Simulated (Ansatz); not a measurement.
The starting structures come from a database of crystals and need not be the phases stable at ambient conditions.

By PBEsol, the system below comes out a metal.

The ballistic (Sharvin) conductance counts the channels at the Fermi level: G/A = (e²/h) × channels of both spins per area.

Given:

```xyz
4
Lattice="5.0769 0.0000 0.0000 2.1815 4.5843 0.0000 1.4477 -2.2921 2.7110" Properties=species:S:1:pos:R:3 pbc="T T T"
Al     3.6292     2.2921     0.0000
Al     2.5384     0.0000     1.3555
Al     6.1677     2.2921     1.3555
Nb     0.0000     0.0000     0.0000
```

The cell is taken as given; by PBEsol it stands under a pressure of -1.0 GPa.

The current flows along the normal of the first two printed cell vectors, the (110) plane of the conventional cell. No spin-orbit coupling; the value is a mean over 0.1 eV about the Fermi level.

**Question.** Compute, with PBEsol run with Ansatz (a first-principles code), the ballistic conductance per area.

**Answer.** 0.085 × 10¹⁵ S/m² for both spins.
